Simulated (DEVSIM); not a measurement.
System: illuminated Si p-on-n cell, one wavelength, at 300 K.

Layer 1 from the left is Si, thickness (μm) 0.0830, Na (cm⁻³) 1.3e19, τn (s) 3.2e-5, τp (s) 3.2e-6, absorption coefficient (cm⁻¹) 16000. Layer 2 from the left is Si, thickness (μm) 58.0, Nd (cm⁻³) 5e16, τn (s) 7.2e-5, τp (s) 7.2e-5, absorption coefficient (cm⁻¹) 16000.

Left contact: ohmic, minority electron recombination velocity 100 cm/s. Right contact: ohmic, minority hole recombination velocity 4e5 cm/s. Voltage is applied to the left contact. Recombination: SRH at mid-gap, radiative, Auger. Light enters at the left, 2.1e18 photons cm⁻² s⁻¹, one pass, no reflection. Mobility is μmin + (μ − μmin)/(1 + (N/Nref)^α).

Constants are typed, rounded textbook-type inputs, not results; the design itself was drawn at random and stands for no fabricated device. Values at 300 K.

Si: gap (eV) 1.124, affinity (eV) 4.05, permittivity 11.7, Nc (cm⁻³) 2.86e19, Nv (cm⁻³) 3.1e19, μn (cm²/Vs) 1417, μp (cm²/Vs) 470, μn,min 52, μp,min 45, Nref,n 9.7e16, Nref,p 2.2e17, αn 0.68, αp 0.72, B (cm³/s) 4.7e-15, Cn (cm⁶/s) 2.8e-31, Cp (cm⁶/s) 9.9e-32.

Simulated with DEVSIM: 1D drift-diffusion, Boltzmann statistics, complete ionisation; no tunnelling, impact ionisation, image-force lowering or self-heating.

Dark forward current:

```tsv
|V| (V)	|J| (A/cm²)
0.05	2.812e-11
0.10	1.151e-10
0.15	4.556e-10
0.20	2.112e-9
0.25	1.166e-8
0.30	7.238e-8
0.35	4.777e-7
0.40	3.240e-6
0.45	2.223e-5
0.50	0.0001533
0.55	0.001059
0.60	0.007316
0.65	0.05050
0.70	0.3453
0.75	2.232
0.80	11.97
0.85	48.98
0.90	163.5
0.95	476.6
1.00	1146
1.05	2186
```

Task: Work out the local ideality factor n = ΔV / (kT/q · ln(J2/J1)) between the rows 0.15 and 0.20 V, 0.55 and 0.60 V, 1.00 and 1.05 V.

Result: kT/q = 25.85 mV. From 0.15 to 0.20 V: ln(2.112e-9/4.556e-10) = 1.534, n = 1.26. From 0.55 to 0.60 V: ln(0.007316/0.001059) = 1.933, n = 1.00, near the 1 of diffusion or emission over a barrier. From 1.00 to 1.05 V: ln(2186/1146) = 0.646, n = 3.00.

Task: What current could the absorbed light give at most, and what share is collected?

Result: Σ αd = 92.9, so qΦ(1 − exp(−Σ αd)) = 336 mA/cm². The simulated short-circuit current is 333.7 mA/cm², a share of 0.99.

Task: Estimate the open-circuit voltage by superposition: the voltage at which the dark current equals that short-circuit current.

Result: Interpolating ln J in the table gives 0.699 V. The simulation gives 0.699 V, the same within the digits that matter. Superposition holds where collection doesn't change with voltage.

Task: Estimate the fill factor from FF0 = (v − ln(v + 0.72))/(v + 1), v = qVoc/(nkT), with n from the dark curve.

Result: The rows about Voc, 0.65 and 0.70 V, give n = 1.01, so v = 26.9 and FF0 = 0.845. The simulation gives 0.845, the same within the digits that matter.
